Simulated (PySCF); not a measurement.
PySCF 2.14.0, unrestricted PBE0/def2-svp, df: Cu(F)(k2OAc) (CC1[O][Cu]([F])<-[O]=1), charge 0, multiplicity 2, 9 atoms. The geometry is a generated start, not checked to be a minimum at this level.

* **task**: energy
* **method**: pbe0
* **basis**: def2-svp
* **two-electron scheme**: density fitting
* **mol.max_memory**: 16000 MB
* **mf.max_cycle**: 100
* **mf.init_guess**: minao (default)
* **mf.DIIS**: CDIIS (default)
* **mf.conv_tol**: 1e-09 (default)
* **mf.grids.level**: 3 (default)
* **basis functions**: 116
* **grid points**: 120728

Machine: one whole node, Arm Neoverse V2, 96 cores on 1 socket, no SMT, 1 L3 cache group.

Times are wall-clock medians of two to five runs, from launch to exit, with nothing else on the machine. Unless noted, each process is bound to its own block of adjacent cores. The times hold for this build (PyPI wheel: OpenMP (GNU), a bundled serial OpenBLAS 0.3.3 under its C layer, NumPy's threaded OpenBLAS held to generic ARMv8 kernels, libcint, Libxc). Scratch files lie in a memory file system.

All on 16 threads, 1 BLAS thread. Base settings, kept where nothing else is said: mf.diis_space = 8 (default), mf.damp = 0 (default), mf.diis_start_cycle = 1 (default). The candidates, on 16 cores each, agree within 1.0 meV/atom in energy, 0.050 in <S²>:
A. mf.damp = 0.5, mf.diis_start_cycle = 5
B. the base settings
C. mf.diis_space = 16
D. mf.diis_space = 4

Problem. Which choice gives the shortest wall time?

Solution. C and B, at 4.6 s to 4.8 s, level within 8 % or the scatter of repeats. At the other end D takes 1.6× as long.

```csv
candidate,wall time,repeats,Fock builds (products with the orbital Hessian counted alike)
C,4.6 s,3 runs within 1 %,21
B,4.8 s,3 runs within 4 %,22
A,6.2 s,3 runs within 1 %,30
D,7.4 s,3 runs within 1 %,36
```

From the slowest to the fastest: The largest move is in exchange-correlation on the grid (vxc): 5.7 s to 3.3 s. The count of Fock builds goes from 36 to 21.
